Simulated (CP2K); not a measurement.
Band structure of Tl (P6_3/mmc, 2 atoms in the cell).

```xyz
2
Lattice="3.5610 0.0000 0.0000 -1.7805 3.0839 0.0000 0.0000 0.0000 5.7493" Properties=species:S:1:pos:R:3 pbc="T T T"
Tl     0.0000     2.0559     1.4373
Tl     1.7805     1.0280     4.3120
```

Computed with PBE, GPW, DZVP-MOLOPT-SR-GTH basis, GTH-PBE potentials (GTH_POTENTIALS) (CP2K).

Settings: CUTOFF = 500 Ry; REL_CUTOFF = 40 Ry; SMEAR/METHOD = GAUSSIAN; SIGMA = 0.272 eV; KPOINTS/SCHEME = MONKHORST-PACK 7 7 4; GAMMA_CENTERED = T; XC_FUNCTIONAL = PBE; Tl/BASIS_SET = DZVP-MOLOPT-SR-GTH-q13; Tl/POTENTIAL = GTH-PBE-q13; METHOD = GPW; EPS_DEFAULT = 1e-10; EXTRAPOLATION = USE_GUESS; NGRIDS = 5; SCF_GUESS = ATOMIC.

The starting cell comes from a database of computed structures (which also holds hypothetical and non-ambient phases and stackings), without a prior relaxation at this level. Its lattice was rescaled by a random factor within 2.5 % of one. Spin-orbit coupling is off. Values carry the incompleteness of an atom-centred basis.

Levels in eV from the Fermi level, bands 10 to 15:
```
point      10     11     12     13     14    15
-----  ------  -----  -----  -----  -----  ----
Γ      -11.05  -9.37  -5.21  -2.50   7.58  7.58
M      -10.99  -5.63  -4.55  -0.81   0.47  1.34
K      -11.05  -4.57  -4.57  -1.05   1.58  1.58
A      -11.13  -8.11  -8.11   2.97   2.97  8.52
L      -11.00  -4.74  -4.74  -1.96  -1.96  5.35
H      -11.04  -4.19  -4.19  -0.71  -0.71  0.31
```

Bands cross the Fermi level along this path, so the cell is metallic at this level.

Higher empty bands are left out: an atom-centred basis made for the valence describes them poorly.
